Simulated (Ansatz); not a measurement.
CO on the 1x1 (111) surface of fcc Pd, one in a 2x2 cell, energies for each (26.9 Å²). Energies are against CO(g), without zero-point or thermal terms; each row is named by its start.

Computed with PBE (plane waves to 420 eV, PAW; Ansatz, a program for electronic structure).

Slab: 18 atoms, 6.8 Å thick at the start under the adsorbate (thin: gaps and levels are the slab's own); k 6x6x1, smearing 0.1 eV, dipole-corrected; 8 atoms held, the rest relaxed; each run with such symmetry as its start has; no spin, no spin-orbit, no U, no dispersion correction.

A negative adsorption energy means that the adsorbate is more stable on the surface than in its reference. Heights count from the host atoms within 0.3 Å of the top one.

```
starting site                           E_ads (eV)  height (Å)  nearest host atom (Å)  bonded to  Δ work function (eV)  lateral drift (Å)
--------------------------------------  ----------  ----------  ---------------------  ---------  --------------------  -----------------
top Pd                                         ___        1.95                Pd 1.86         Pd                   ___                0.0
hollow Pd-Pd-Pd over Pd at depth 2.3 Å       -1.99        1.33                Pd 2.07       3 Pd                  0.98                0.0
hollow Pd-Pd-Pd over Pd at depth 4.5 Å       -1.99        1.32                Pd 2.07       3 Pd                  0.95                0.0
bridge Pd-Pd (span 2.8 Å)                    -1.99        1.32                Pd 2.07       3 Pd                  0.95                0.8
```

What belongs in the gaps?


- top Pd, E_ads (eV): -1.43
- top Pd, Δ work function (eV): 0.15
